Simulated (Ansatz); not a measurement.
The parent structure is WC (space group P-6m2, No. 187; a = 2.8991 Å, c = 2.8268 Å; relaxed with 0.1 eV smearing).

Method: Ansatz (an electronic-structure program) PBEsol, scalar-relativistic without spin-orbit coupling.

Strains are applied to the cell and any free atomic positions relax.

One change was made to it. Results:

```csv
quantity,base,after
"pressure (mean of the normal stresses, compression positive)",0.0 GPa,6.4 GPa
energy relative to the base (free energy F),0 meV/atom,+3.0 meV/atom
band gap,zero,zero
```

Name the change that was made.
A) isotropic strain −1.00 %
B) isotropic strain −0.50 %
C) isotropic strain −1.50 %
D) isotropic strain −3.00 %

B, isotropic strain −0.50 %. For comparison, the energy relative to the base in the other runs: isotropic strain −1.50 % gives +28 meV/atom; isotropic strain −1.00 % gives +12 meV/atom; isotropic strain −3.00 % gives +117 meV/atom.

No phonon test of stability was made. All final runs are without spin polarisation.
